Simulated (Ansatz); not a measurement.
NbPd (R-3m, No. 166, 2 atoms in the cell; start mp-1220332), treated with PBE (plane waves, PAW; Ansatz, a quantum-chemistry and plane-wave program).

Numerical settings: plane-wave cutoff 520 eV, 22×22×22 k mesh, Fermi–Dirac smearing 0.05 eV, no spin polarisation, scalar-relativistic PAW data made under PBE.

Cell (relaxed at this level):

```xyz
2
Lattice="1.4278 0.8243 4.6983 -1.4278 0.8243 4.6983 0.0000 -1.6487 4.6983" Properties=species:S:1:pos:R:3 pbc="T T T"
Nb     0.0000     0.0000     0.0000
Pd     0.0000     0.0000     7.0474
```

Task: Estimate the bulk modulus that the calculation returns.

Result: 
- bulk modulus = 177 GPa

Note: the run has no spin polarisation, so it can have missed a magnetic state; the bulk modulus is −V dP/dV from two relaxed cells at ±2 % in volume; the relaxation could not lower the start's symmetry, so the cell can be a saddle point above a distorted one.

The computed numbers hold no vibrational or temperature effects.

The result took roughly 5 core-minutes.

A start named mp-… is a Materials Project structure, which need not be a measured phase.
